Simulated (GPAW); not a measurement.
Band structure of LiH (Fm-3m, 2 atoms in the cell).

```yaml
crystal:
  lattice:
    - [0.00000, 2.04277, 2.04277]
    - [2.04277, 0.00000, 2.04277]
    - [2.04277, 2.04277, 0.00000]
  atoms:
    - { symbol: Li, position: [0.00000, 0.00000, 0.00000] }
    - { symbol: H, position: [0.50000, 0.50000, 0.50000] }
```

Method: PBE, GPAW PAW datasets PBE (gpaw-data 1.0.1) (plane waves; GPAW).

Settings: mode = pw; ecut = 850 eV; xc = PBE; kpts = 14 14 14; mesh shift (steps) = 0 0 0; occupations.name = fermi-dirac; occupations.width = 0 eV; nbands = -8; convergence.density = 1e-05 e/electron; convergence.energy = 1e-05 eV/electron; convergence.bands = -6; symmetry.symmorphic = false; symmetry.tolerance = 0.0005; maxiter = 120.

The starting cell comes from a database of computed structures (which also holds hypothetical and non-ambient phases and stackings), without a prior relaxation at this level. Its lattice was rescaled by a random factor within 2.5 % of one.

Task: Predict the gap along the standard path and the places of the band edges.

Result: The gap along the path is 3.01 eV, direct at X to within 0.01 eV.

Levels in eV from the top of the valence band on the SCF mesh, bands 1 to 5:
```
point      1      2      3      4      5
-----  -----  -----  -----  -----  -----
Γ      -5.25  15.34  17.42  17.42  17.42
X       0.00   3.01  10.54  10.54  13.73
W      -0.21   5.22   5.22  11.33  17.11
K      -0.47   4.11   7.38  11.65  15.59
L      -2.48   4.78  13.17  16.07  16.07
U      -0.47   4.11   7.38  11.65  15.59
```
